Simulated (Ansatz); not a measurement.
The reference is GaAs in the zinc blende structure (space group F-43m, No. 216; a = 5.667 Å). Axes: x, y, z lie along the cube axes.

Method: r2SCAN (Ansatz, an electronic-structure program, PAW, no spin-orbit coupling).

Before the change:

| Item | Value |
|---|---|
| Band gap | 0.96 eV |
| Gap character | direct at Γ |
| Shortest interatomic distance | 2.454 Å |

Modification: uniaxial strain ε_zz = +1.00 %, all other strain components held at zero, atoms relaxed at fixed cell.

Task: What does the calculation give for the band gap, gap character, stress and shortest interatomic distance after the change?

Result: The band gap falls by 0.10 eV (0.96 eV → 0.86 eV); the gap character remains direct at Γ; the stress (xx, yy, zz, yz, xz, xy; compression positive) is (-0.48, -0.48, -1.15, 0.00, 0.00, 0.00) GPa; the shortest interatomic distance grows by 0.008 Å, from 2.454 Å to 2.462 Å.

Whether these cells are dynamically stable was not tested. k-point labels follow each cell's own Brillouin zone.
